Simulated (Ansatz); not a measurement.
Start from SiO$_{2}$ (space group P3_121, No. 152; a = 4.948 Å, c = 5.441 Å).

Structures relaxed with PBEsol (Ansatz, an electronic-structure program, PAW, scalar-relativistic without spin-orbit coupling), earlier PAW set.

Base:

Simulated powder pattern, Cu Kα1, λ = 1.54056 Å (kinematic, ideal powder, no thermal factors, no anomalous dispersion; the 8 strongest lines at most, above 2 %, up to 2θ = 90°):

| 2θ (°) | I/Imax (%) | hkl |
|---|---|---|
| 20.71 | 19 | (100) |
| 26.45 | 100 | (101) |
| 36.28 | 7.7 | (110) |
| 39.19 | 7.6 | (012) |
| 49.77 | 14 | (112) |
| 59.49 | 10 | (211) |
| 67.21 | 6.5 | (212) |
| 67.62 | 7.9 | (023) |

After one change:

Simulated powder pattern, Cu Kα1, λ = 1.54056 Å (kinematic, ideal powder, no thermal factors, no anomalous dispersion; the 8 strongest lines at most, above 2 %, up to 2θ = 90°):

```
2θ (°)  I/Imax (%)
------  ----------
20.44           19
26.14          100
35.80          6.1
38.75          5.2
49.16           16
58.67          9.5
66.29          5.8
66.77          8.4
```

Q: What was done to the base?
A) pressure −1 GPa
B) pressure −2 GPa
C) pressure 3 GPa
D) pressure 30 GPa

A: A, pressure −1 GPa. Its volume per atom is 13.29 Å³ against 12.82 Å³, and its space group is P3_121 (No. 152).

Load acts through the strain it causes; cell and atoms are relaxed under it. No phonon test of stability was made. No other phases were tried under pressure.
